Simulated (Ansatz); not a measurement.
Density of states of CaF₂ (Fm-3m) above the conduction band minimum, PBEsol, rigid bands run with Ansatz (a first-principles code); cell volume 39.8 Å³.

(energy from edge (eV), 10⁻³ states/eV/cell): (0.006, 8.50); (0.031, 19.7); (0.056, 26.8); (0.081, 32.5); (0.106, 37.0); (0.131, 41.9); (0.156, 46.2); (0.181, 49.7); (0.206, 54.6); (0.231, 57.9); (0.256, 62.0); (0.281, 65.8); (0.319, 70.8); (0.344, 74.4); (0.369, 77.4); (0.394, 81.4); (0.419, 85.4); (0.444, 87.8); (0.469, 91.0); (0.494, 94.4); (0.519, 99.0); (0.544, 102); (0.569, 106); (0.594, 109)

Q: What effective density of states at 300 K does this give (∫ g(E) exp(−E/k_BT) dE, both spins, divided by the cell's size)?

A: 1.0e19 cm⁻³, a density-of-states mass of 0.56 mₑ, valleys and band degeneracy included.

Spin-orbit coupling is left out. Geometry: cell and atoms relaxed with PBEsol.
